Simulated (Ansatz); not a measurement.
The reference is BaTiO3 (space group P4mm, No. 99; a = 3.955 Å, c = 4.046 Å). Axes: x, y, z lie along a, b, c of the conventional cell.

Method: PBEsol in Ansatz (plane waves to 420 eV, PAW, no spin-orbit coupling), earlier PAW set.

It is then changed as follows: the cell is scaled by 0.9766 in all directions; the atoms relax in the strained cell.

### Question
Predict the stress tensor and what it implies for the stiffness.

### Answer
Stress of the strained cell less that of the base (GPa, compression positive):
```
  14.43    0.00    0.00
   0.00   14.43    0.00
   0.00    0.00    9.76
```

Then B = −ΔP/(ΔV/V₀) with ΔV/V₀ = -0.0686 gives secant stiffness values (nonlinear terms included at this strain): B (at held cell shape, above the free-shape value) ≈ 188 GPa.

As a check, the harmonic strain energy −½ V₀ Δσ:ε is 36 meV/atom; the computed energy rise is 32 meV/atom.

Whether these cells are dynamically stable was not tested. All final runs are without spin polarisation.

Ansatz is an electronic-structure program.
